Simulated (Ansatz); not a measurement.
Ge: isotropic strain −1.50 %

Start from Ge in the diamond structure (space group Fd-3m, No. 227; a = 5.762 Å).

The change: the cell is scaled by 0.9850 in all directions; the atoms relax in the strained cell.

Calculations: PBE/PAW in Ansatz (a quantum-chemistry and plane-wave program), no SOC. k-mesh 14×14×14 (Γ-centred); smearing 0.05 eV (Fermi–Dirac).

Volume per atom: 22.85 Å³ (base 23.91 Å³)
Shortest interatomic distance: 2.457 Å (base 2.495 Å)
Energy relative to the base (free energy F): +9.4 meV/atom
Pressure: 3.0 GPa (base 0.0 GPa)
Band gap: zero (base zero)

Final structure:

```
CELL_PARAMETERS angstrom
      0.00000     2.83762     2.83762
      2.83762     0.00000     2.83762
      2.83762     2.83762     0.00000
ATOMIC_POSITIONS crystal
  Ge 0.00000 0.00000 0.00000
  Ge 0.25000 0.25000 0.25000
```

Stability against distortions was not tested. The zero or small gap of Ge can change with the level of theory.
